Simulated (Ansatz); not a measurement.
Consider the following.

```
GaSb
1.0
    0.00000     2.97934     2.97934
    2.97934     0.00000     2.97934
    2.97934     2.97934     0.00000
Ga Sb
1 1
Direct
  0.00000   0.00000   0.00000
  0.25000   0.25000   0.25000
```

No spin polarisation.

Computed with DFT with PBEsol, PAW potentials and a 420 eV plane-wave cutoff in Ansatz (an electronic-structure program), no SOC. k-mesh 13×13×13 (Γ-centred); smearing 0.05 eV (Fermi–Dirac).

Task: Estimate the gap character.

Result: Indirect, Γ → L.

Task: Predict the pressure.

Result: 4.7 GPa.

With Sb present, leaving out spin-orbit coupling can change the band edges. The cells carry an imposed strain or load. No phonon test of stability was made. The cell was made from GaSb in the zinc blende structure (space group F-43m, No. 216) by this change: isotropic strain −2.50 %.
